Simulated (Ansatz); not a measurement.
# BN with two functionals, x(Al) = 0.5, 4 atoms, R3m

Consider BN in the zinc blende structure (space group F-43m, No. 216; a = 3.6247 Å).

(Cell as relaxed with PBE.)

Levels (all Ansatz, a program for electronic structure, PAW): PBE (420 eV, without spin-orbit coupling); PBEsol (420 eV, no SOC).

Each level relaxes its own structure.

| base | PBE | PBEsol |
|---|---|---|
| volume per atom | 5.95 Å³ | 5.86 Å³ |
| lattice parameter a | 362.5 pm | 360.6 pm |
| band gap | 4.46 eV | 4.30 eV |

It is then changed as follows: a fraction x = 0.5 of the B sites is given to Al, ordered in a cell of 4 atoms (starting symmetry R3m) and fully relaxed.

```csv
quantity,PBE,PBEsol
mixing energy,+0.370 eV/atom,+0.375 eV/atom
shift of the gap caused by the change,-1.28 eV,-1.28 eV
volume per atom,8.34 Å³,8.19 Å³
band gap,3.18 eV,3.02 eV
```

PBE's mixing energy lies 0.0047 eV/atom below PBEsol's; PBE's volume per atom lies 0.15 Å³ above PBEsol's (1.9 %); PBE's band gap lies 0.16 eV above PBEsol's; the two agree on the shift of the gap caused by the change. Neither level is exact; PBEsol is the comparison here, not a measurement.

These are small ordered cells, not random alloys; other orderings at the same x differ. Stability against distortions was not tested. This is not the structure that AlN has at room temperature and ambient pressure.
